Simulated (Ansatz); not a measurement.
## A computed series for GaAs: response to strain

Consider GaAs in the zinc blende structure (space group F-43m, No. 216).

```
GaAs
1.0
    0.00000     2.87279     2.87279
    2.87279     0.00000     2.87279
    2.87279     2.87279     0.00000
Ga As
1 1
Cartesian
  0.00000   0.00000   0.00000
  1.43639   1.43639   1.43639
```

Strains are applied to the cell and any free atomic positions relax.

Calculations: DFT with PBE, PAW potentials and a 420 eV plane-wave cutoff in Ansatz (a quantum-chemistry and plane-wave program), scalar-relativistic without spin-orbit coupling.

```json
[
 {"change": "base", "volume per atom": "23.71 Å³", "band gap": "0.16 eV", "pressure": "0.00 GPa"},
 {"change": "isotropic strain −3.00 %", "volume per atom": "21.64 Å³", "band gap": "0.84 eV", "pressure": "6.88 GPa"},
 {"change": "isotropic strain −2.50 %", "volume per atom": "21.97 Å³", "band gap": "0.73 eV", "pressure": "5.51 GPa"},
 {"change": "isotropic strain −1.50 %", "volume per atom": "22.66 Å³", "band gap": "0.49 eV", "pressure": "3.06 GPa"},
 {"change": "isotropic strain −1.00 %", "volume per atom": "23.00 Å³", "band gap": "0.38 eV", "pressure": "1.96 GPa"},
 {"change": "isotropic strain −0.50 %", "volume per atom": "23.36 Å³", "band gap": "0.27 eV", "pressure": "0.94 GPa"},
 {"change": "isotropic strain +1.00 %", "volume per atom": "24.43 Å³", "band gap": "zero", "pressure": "-1.7 GPa"},
 {"change": "isotropic strain +2.00 %", "volume per atom": "25.16 Å³", "band gap": "zero", "pressure": "-3.1 GPa"},
 {"change": "isotropic strain +2.50 %", "volume per atom": "25.53 Å³", "band gap": "zero", "pressure": "-3.8 GPa"},
 {"change": "isotropic strain +3.00 %", "volume per atom": "25.91 Å³", "band gap": "zero", "pressure": "-4.3 GPa"}
]
```

The mesh was chosen for an insulator and is coarse for the gapless case. Whether these cells are dynamically stable was not tested. The final runs are not spin-polarised. The zero or small gap of GaAs can change with the level of theory.
